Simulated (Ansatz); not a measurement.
Base system: Ti in the hcp (Mg type) structure (space group P6_3/mmc, No. 194; relaxed with 0.1 eV smearing).

Ti is modelled in the hexagonal space group P6₃/mmc (No. 194), the hcp (Mg type) structure, Pearson symbol hP2. Cell: a = 2.940 Å, b = 2.940 Å, c = 4.654 Å, α = 90.00°, β = 90.00°, γ = 120.00°. Ti on 2d sees 12 Ti at 2.880–2.940 Å (anticuboctahedral). (Neighbours: up to the widest gap in distance over summed covalent radii, below 1.35, at either atom.)

All numbers come from PBE (Ansatz, an electronic-structure program), no SOC.

Before the change:

```
Quantity    Value
--------  -------
Pressure  0.0 GPa
Band gap     zero
```

It is then changed as follows: the cell is scaled by 1.0013 in all directions, atoms relaxed at fixed cell.

Q: Predict the new pressure, band gap and energy relative to the base.

A: The pressure (mean of the normal stresses, compression positive) goes from zero to -0.4 GPa; the band gap stays zero; the energy stays essentially unchanged.

The cells carry an imposed strain or load. Stability against distortions was not tested. All final runs are without spin polarisation.
